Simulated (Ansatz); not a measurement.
The parent structure is HgO in the zinc blende structure (space group F-43m, No. 216; a hypothetical phase, not in the database extracts checked).

```
CELL_PARAMETERS angstrom
      0.00000     2.59806     2.59806
      2.59806     0.00000     2.59806
      2.59806     2.59806     0.00000
ATOMIC_POSITIONS crystal
  O  0.75000 0.75000 0.75000
  Hg 0.00000 0.00000 0.00000
```

Cartesian axes are those of the cell as printed.

Computed with DFT with PBEsol, PAW potentials and a 420 eV plane-wave cutoff in Ansatz (a quantum-chemistry and plane-wave program), without spin-orbit coupling, earlier PAW set.

For the base:

- Band gap = zero
- Shortest interatomic distance = 225.0 pm

Perturbation: a free-standing slab of 1 layer (2 atoms, 2 a layer) is cut normal to [110], with 15 Å of vacuum and the in-plane cell held at bulk.

Task: Predict the new gap character, band gap and shortest interatomic distance.

Result: The gap character is indirect, U → Γ; the band gap becomes 1.87 eV (base: zero); the shortest interatomic distance falls by 34.1 pm to 190.9 pm.

Spin-orbit coupling, missing from the scalar runs, can matter with Hg. Whether these cells are dynamically stable was not tested. All final runs are without spin polarisation. The zero or small gap of HgO can change with the level of theory. Labels are those of the standard path for the cell's own space group.
